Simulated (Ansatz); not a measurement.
# A computed series for CuI: response to strain

Consider CuI in the zinc blende structure (space group F-43m, No. 216; a = 5.939 Å).

Strains are applied to the cell and any free atomic positions relax.

All numbers come from Kohn–Sham DFT with the PBEsol functional, run in Ansatz (an electronic-structure program) with PAW and 420 eV plane waves, no spin-orbit coupling.

Candidates:
(a) isotropic strain −3.00 %
(b) isotropic strain −2.00 %
(c) isotropic strain −1.50 %
(d) isotropic strain +1.50 %

For the base:

The band gap is 1.17 eV.

Task: Order them by band gap, highest first.

Result: (a) isotropic strain −3.00 % (1.45 eV), (b) isotropic strain −2.00 % (1.35 eV), (c) isotropic strain −1.50 % (1.31 eV), (d) isotropic strain +1.50 % (1.05 eV)

Spin-orbit coupling, missing from the scalar runs, can matter with I. Stability against distortions was not tested. All final runs are without spin polarisation.
